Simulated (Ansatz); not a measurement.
A self-consistent single point of BW₂ (I4, 6 atoms in the cell) with Ansatz (a quantum-chemistry and plane-wave program).

Computed with PBEsol, default PAW files made with PBE (plane waves; Ansatz).

The change in words: lattice scaled by 0.98; basis.ecutwfc: 420 eV → 335 eV. Reference geometry:
```yaml
crystal:
  lattice:
    - [-2.76967, 2.76967, 2.37102]
    - [2.76967, -2.76967, 2.37102]
    - [2.76967, 2.76967, -2.37102]
  atoms:
    - { symbol: B, position: [0.26054, 0.26054, 0.00000] }
    - { symbol: B, position: [0.75000, 0.75000, 0.00000] }
    - { symbol: W, position: [0.67031, 0.82969, 0.50000] }
    - { symbol: W, position: [0.32969, 0.17031, 0.50000] }
    - { symbol: W, position: [0.82969, 0.32969, 0.15938] }
    - { symbol: W, position: [0.17031, 0.67031, 0.84062] }
```

Reference input (self-consistent single point, DFT, PBEsol, plane waves, default PAW files made with PBE): basis.ecutwfc = 420 eV; kpoints.mp_grid.grid = 6 6 6; hamiltonian.xc = pbesol; hamiltonian.pseudopotentials = {kind: paw} (the program's default PAW files); scf.occupations.method = gaussian; scf.occupations.width = 0.1 eV. This run's input differs from it in these lines:

Ansatz 0.2 input:
```diff
@@ -2,5 +2,5 @@
   lattice:
-    - [-2.769667, 2.769667, 2.371025]
-    - [2.769667, -2.769667, 2.371025]
-    - [2.769667, 2.769667, -2.371025]
+    - [-2.714274, 2.714274, 2.323604]
+    - [2.714274, -2.714274, 2.323604]
+    - [2.714274, 2.714274, -2.323604]
   atoms:
@@ -13,3 +13,3 @@
 basis:
-  ecutwfc: 420.0
+  ecutwfc: 335.0
 kpoints:
```

Output, abridged:

```
SCF iter   1: F=—  HF=-41333.043755 eV  |F-HF|=—  |Δ(HF+E_count)|=         —  Δρ=6.43e-3  dr2=2.21e-2  ethr=1.77e-3  ⟨swp⟩=5.4  Hψ=5415  notcnv=0
all-band conjugate gradients solve this SCF's bands
preconditioner: auto → Kerker (q_TF=auto, 2.684 Å⁻¹)
SCF iter   2: F=—  HF=-41333.039807 eV  |F-HF|=—  |Δ(HF+E_count)|=   3.95e-3  Δρ=3.48e-3  dr2=5.41e-3  ethr=3.57e-5  ⟨swp⟩=1.0  Hψ=1656  notcnv=0
SCF iter   3: F=—  HF=-41333.038786 eV  |F-HF|=—  |Δ(HF+E_count)|=   1.02e-3  Δρ=4.58e-4  dr2=6.87e-5  ethr=8.73e-6  ⟨swp⟩=2.0  Hψ=1790  notcnv=0
SCF iter   4: F=—  HF=-41333.038778 eV  |F-HF|=—  |Δ(HF+E_count)|=   7.35e-6  Δρ=4.94e-5  dr2=1.04e-6  ethr=1.11e-7  ⟨swp⟩=2.1  Hψ=1858  notcnv=0
iter 5 did not close the SCF: its close was put off for the readings that it lacked (scf_convergence_deferred on its scf_iter line)
SCF iter   5: F=-41333.038778 eV  HF=-41333.038778 eV  |F-HF|=9.10e-9  |Δ(HF+E_count)|=   1.11e-7  Δρ=7.54e-6  dr2=2.58e-8  ethr=1.67e-9  ⟨swp⟩=2.0  Hψ=1855  notcnv=0
SCF iter   6: F=-41333.038778 eV  HF=-41333.038778 eV  |F-HF|=1.67e-10  |Δ(HF+E_count)|=   5.69e-9  Δρ=7.74e-7  dr2=3.28e-10  ethr=4.16e-11  ⟨swp⟩=6.5  Hψ=4793  notcnv=0
SCF 1 converged in 6 iterations: F = -41333.038778 eV  dr2 = 3.28e-10
Free energy (F): -41333.038778 eV
Internal energy: -41333.024369 eV  (E = F + TS)
E sigma→0 (E₀):  -41333.031574 eV
Entropy (-TS):   -0.014409 eV (-2.402 meV/atom)
Fermi energy:    23.427711 eV
--- Forces (eV/Å), atoms counted from 1 ---
  atom   1  B      0.00000000    -0.00000000    -0.34445407
  atom   2  B     -0.00000000     0.00000000    -0.06408075
  atom   3  W      0.37502699    -0.07956402     0.10213356
  atom   4  W     -0.37502699     0.07956402     0.10213356
  atom   5  W      0.07956402     0.37502699     0.10213356
  atom   6  W     -0.07956402    -0.37502699     0.10213356
--- Stress (GPa, compression-positive) ---
       23.555371      -0.000000       0.000000
        0.000000      23.555371       0.000000
        0.000000       0.000000      26.696306
  P = ⅓ Tr σ = 24.6023 GPa (246.023 kbar)
  The stress holds the Pulay correction. Without it, at fixed plane waves, as pw.x and ABINIT print it: P = 23.3398 GPa
```

The run converged in 6 iterations. Against the reference run the free energy rises by 62.8 meV/atom, the pressure goes from 0.46 to 24.60 GPa and the largest force goes from 0.268 to 0.397 eV/Å.

The starting cell comes from a database of computed structures (which also holds hypothetical and non-ambient phases and stackings), without a prior relaxation at this level. Its lattice was rescaled by up to half a per cent. One atom was moved a little off its site on purpose. For this run, on top of that: lattice scaled by 0.98. Spin polarisation is off. Ansatz's pressure includes its estimate of the finite-basis (Pulay) stress. Without the estimate this run gives 23.34 GPa. The cutoff lies below the one recommended for these files.
